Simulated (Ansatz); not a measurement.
Consider the following.

```
CELL_PARAMETERS angstrom
      5.17122     0.00000     0.00000
      0.00000     5.17122     0.00000
      0.00000     0.00000     5.32743
ATOMIC_POSITIONS crystal
  Sr 0.50000 0.50000 0.59536
  Zr 0.00000 0.00000 0.00614
  Se 0.00000 0.00000 0.47353
  Se 0.50000 0.00000 0.93448
  Se 0.00000 0.50000 0.93448
```

A single point on SrZrO3 with a change (O → Se), its geometry relaxed with PBEsol.

The values are results of PBEsol/PAW in Ansatz (a quantum-chemistry and plane-wave program), with spin-orbit coupling, not measurements. k-mesh 7×7×6 (Γ-centred); smearing 0.05 eV (Fermi–Dirac).

Problem. Predict the smallest direct gap, band gap, hole mass and pressure.

Solution. 
- Smallest direct gap = 0.78 eV
- Band gap = 0.08 eV
- Hole mass = 0.38 mₑ along c, 0.83 mₑ across (at A)
- Pressure = 0.00 GPa

Single points use the geometry relaxed with PBEsol. Effective masses come from finite differences of ±0.01 Å⁻¹. Stability against distortions was not tested. The cell was made from SrZrO3 by this change: O → Se; the result is a hypothetical phase, not in the database extracts checked. The zero or small gap of SrZrSe3 can change with the level of theory.
